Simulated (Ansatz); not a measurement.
Results of BLYP (Ansatz, a program for electronic structure, PAW) for L1₀ (CuAu-type) TiAl.

Run with plane-wave cutoff 520 eV, 20×20×14 k mesh (along the axes of the cell as run), Fermi–Dirac smearing 0.05 eV, no spin polarisation, scalar-relativistic PAW data made under PBE.

Energies at three volumes about the minimum:

```json
[
 {"V (Å³/atom)": "16.351", "E − E_lowest (meV/atom)": "2.23"},
 {"V (Å³/atom)": "16.684", "E − E_lowest (meV/atom)": "0.00"},
 {"V (Å³/atom)": "17.018", "E − E_lowest (meV/atom)": "2.07"}
]
```

**Question.** Fit a parabola by hand: where is the minimum, and what is the bulk modulus?

**Answer.** Slopes: (0.00 − 2.23)/(16.684 − 16.351) = -6.697 and (2.07 − 0.00)/(17.018 − 16.684) = 6.198 meV/Å³. Curvature E″ = 2 × (6.198 − (-6.697))/(17.018 − 16.351) = 38.666 meV/Å⁶. From the middle of the first interval, the slope vanishes at V0 = 16.5175 − (-6.697)/38.666 = 16.691 Å³/atom. B = V0 E″ = 16.691 × 38.666 meV/Å³ × 0.1602 GPa per meV/Å³ = 103 GPa. The full Birch–Murnaghan fit to all volumes gives V0 = 16.685 Å³/atom and B0 = 103 GPa.

Shape and atoms are relaxed at each volume.

Note: the bulk modulus comes from volumes at which shape and atoms were relaxed.
